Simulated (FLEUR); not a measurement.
Input and output of a self-consistent single point for Sr (Fm-3m, 1 atom in the cell) (FLEUR).

Computed with FLEUR with PBEsol, all-electron FLAPW (FLEUR), scalar-relativistic valence.

```
CELL_PARAMETERS angstrom
      0.00000     2.96383     2.96383
      2.96383     0.00000     2.96383
      2.96383     2.96383     0.00000
ATOMIC_POSITIONS crystal
  Sr 0.00000 0.00000 0.00000
```

Reference input (self-consistent single point, DFT, PBE, all-electron FLAPW (FLEUR), scalar-relativistic valence): Kmax = 3.8 1/bohr; GmaxXC = 15.2 1/bohr; xcFunctional = pbe; jspins = 1; l_soc = F; mode = hist; fermiSmearingEnergy = 0.00367493 Htr; mesh (inpgen div1-3) = 8 8 8; inpgen gamma flag = true; Gmax = 15.2 1/bohr; numbands = 0; maxIterBroyd = 40. This run's input differs from it in these lines:

```diff
@@ -13,2 +13,3 @@
 &comp jspins=1 /
+&exco xctyp='PBEs' /
 &kpt div1=8 div2=8 div3=8 gamma=t /
@@ -25,3 +26,3 @@
       <coreElectrons ctail="T" frcor="F" kcrel="0" coretail_lmax="0"/>
-      <xcFunctional name="pbe" relativisticCorrections="F"/>
+      <xcFunctional name="PBEs" relativisticCorrections="F"/>
       <magnetism jspins="1"/>
```

Output (repeated stretches shortened):

```
 Iteration:     1   Distance:       1.56706826 me/bohr^3
 Iteration:     2   Distance:       1.48724202 me/bohr^3
 Iteration:     3   Distance:       0.19392148 me/bohr^3
 Iteration:     4   Distance:       0.15179554 me/bohr^3
 Iteration:     5   Distance:       0.01649360 me/bohr^3
   [... 2 lines left out ...]
 Iteration:     8   Distance:       0.00048473 me/bohr^3
 Iteration:     9   Distance:       0.00003470 me/bohr^3
 Iteration:    10   Distance:       0.00005403 me/bohr^3
 Iteration:    11   Distance:       0.00000420 me/bohr^3
 Run finished successfully
 Stop message:
   Structural relaxation: Done

[file out, last iteration]
             iter=     12
[...]
          total density-effective poten   -5.1481981579E+03
          total charge density-energy d   -1.0325132377E+02
 Updated energy parameters for spin:           1
[...]
 fermi energy and band-weighting factors:
    0.306870

[...]
FERMIE:
          first approx. to ef    (T=0)  :   0.162649 htr   (energy of the highest occ. eigenvalue)
          number of occ. states  (T=0)  :        145
          first approx. to seigv (T=0)  :  -5.213301 htr
          sum of weights of occ. states :   5.000000
          sum of semicore charge        :   0.000000 e
FERHIS:  Fermi-Energy by histogram:
          bandgap                     :   0.000510 htr
   [... lines left out ...]
          charge neutrality (T=0)     :   0.000000    (zero if the highest occ. eigenvalue is "entirely" occupied)
     EF_NEWTON:  Adjust Fermi-Energy by Newton-Method.
 Direct bandgap for spin            1 :    1.2718370801819229E-002  Htr
   [... lines left out ...]
 ---->    (input%tkb*entropy) TS=              0.0013648492 htr
 ---->    free energy=                     -3177.9418227243 htr
      extrapolation for T->0
 ---->    total electron energy=           -3177.9411402997 htr
 ***** TOTAL FORCES ON ATOMS *****
 TOTAL FORCE FOR ATOM TYPE=  1  X=  0.000   Y=  0.000   Z=  0.000
                       FX_TOT= 0.000000 FY_TOT= 0.000000 FZ_TOT= 0.000000
 Structural relaxation: Done
```

The run converged in 11 iterations. FLEUR gives forces in its relaxation mode, with a further iteration, so its stop message speaks of a relaxation. 

The starting cell comes from a database of computed structures (which also holds hypothetical and non-ambient phases and stackings), without a prior relaxation at this level. Its lattice was rescaled by a random factor within 2.5 % of one. Values depend on the basis (sphere radii, cutoffs, local orbitals), which need not be converged. The log's line on a gap gives a spacing of levels on this mesh, which the program prints for metals too.
